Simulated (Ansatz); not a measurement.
Point defect C on the O site (C_O) in monoclinic HfO2

Computed with PBE, PAW (plane waves to 420 eV; Ansatz, a first-principles code). A supercell of 96 sites (2×2×2 repeats of a cell of 12 atoms) was used; the energies come from a 2×2×2 shifted sampling of its zone. Site at the start: the O(1) site. Energies of charged states are corrected for periodic images (point charge plus alignment at distant sites). Dielectric constants: PBE linear response of the host. Host gap at this level: 4.04 eV. These values are not converged in cell size to better than tenths of an eV. PBE underestimates the host's gap, which shifts levels and can delocalise carriers. Spin–orbit coupling is left out, which matters for these heavy elements. Each state is the lowest found from its start.

Formation energies E_f are given with the Fermi level at the valence-band maximum. Chemical conditions: Hf-rich (Δμ(O) = -5.19 eV, Δμ(C) = -1.83 eV, bounded by HfC (Fm-3m); only phases computed here count, gases as isolated molecules at 0 K); O-rich (Δμ(O) = 0.00 eV, Δμ(C) = -4.05 eV, bounded by CO2 (Pa-3); only phases computed here count, gases as isolated molecules at 0 K). Reference phases: C: graphite, O: O2 molecule in a box.

Charges with a result: +1, 0, −1, −2. Others weren't obtained, and one of them could lie lower, also by skipping a charge.

```
charge         moment (μB)  point group  largest move off a lattice site (Å)  image correction with alignment (eV)  E_f, Hf-rich (eV)  E_f, O-rich (eV)  above the lowest spin state (eV)
------  ------------------  -----------  -----------------------------------  ------------------------------------  -----------------  ----------------  --------------------------------
+1                     1.0           C1                                 0.85                                  0.08               3.69             11.10                              0.00
0                      2.0           C1                                 0.16                                  0.00               5.74             13.15                              0.00
0       not spin-polarised           C1                                 0.26                                  0.00               6.21             13.62                              0.47
−1                     1.0           C1                                 0.24                                  0.09               7.76             15.17                              0.00
−2      not spin-polarised           C1                                 0.24                                  0.35              10.11             17.51                              0.00
```

Point groups are those of the whole cell at tolerances of 0.03 and 0.1 Å ("near" where only the looser one holds); none is given for unsettled states.

Transition levels above the valence-band maximum: ε(+1/0) = 2.04 eV; ε(0/−1) = 2.02 eV; ε(−1/−2) = 2.34 eV. On the lower envelope of the bound states, inside the gap: (+1/−1) at 2.03 eV; (−1/−2) at 2.34 eV; the others aren't thermodynamic.

Flagged in the runs: a host whose relaxation on this sampling wasn't shown to rest, a strain field that reaches the edge of the cell.

All states together cost very roughly 18 core-hours.
